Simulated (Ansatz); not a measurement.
# How far PBE and PBEsol part for hypothetical I4_132 B, holes 2.0×10^21 cm⁻³

Consider B (space group I4_132, No. 214; a = 4.653 Å; a hypothetical phase, not in the database extracts checked).

(Cell as relaxed with PBE.)

Levels (all Ansatz, a program for electronic structure, PAW): PBE (420 eV, no SOC); PBEsol (420 eV, spin-orbit coupling left out).

Each level relaxes its own structure.

```tsv
base	PBE	PBEsol
volume per atom	12.59 Å³	12.43 Å³
lattice parameter a	8.793 bohr	8.755 bohr
band gap	1.48 eV	1.41 eV
```

It is then changed as follows: holes 2.0×10^21 cm⁻³, on a uniform background at fixed cell.

| quantity | PBE | PBEsol |
|---|---|---|
| gap between the host's bands | 1.53 eV | [?] |
| shift of the gap caused by the change | +0.05 eV | [?] |
| Fermi level relative to the doped band's edge (positive inside the band; to 0.05 eV) | +0.20 eV | [?] |

Problem. What does PBEsol give?

Solution. 
- gap between the host's bands, PBEsol: 1.45 eV
- shift of the gap caused by the change, PBEsol: +0.04 eV
- Fermi level relative to the doped band's edge (positive inside the band; to 0.05 eV), PBEsol: +0.20 eV

PBE's gap between the host's bands lies 0.073 eV above PBEsol's; the two agree on the Fermi level from band edge. Neither level is exact; PBEsol is the comparison here, not a measurement.

Carriers are added with a uniform compensating background; total energy and stress of such cells depend on the potential's zero and are not compared; many-body gap narrowing is missing at this level. Whether these cells are dynamically stable was not tested.
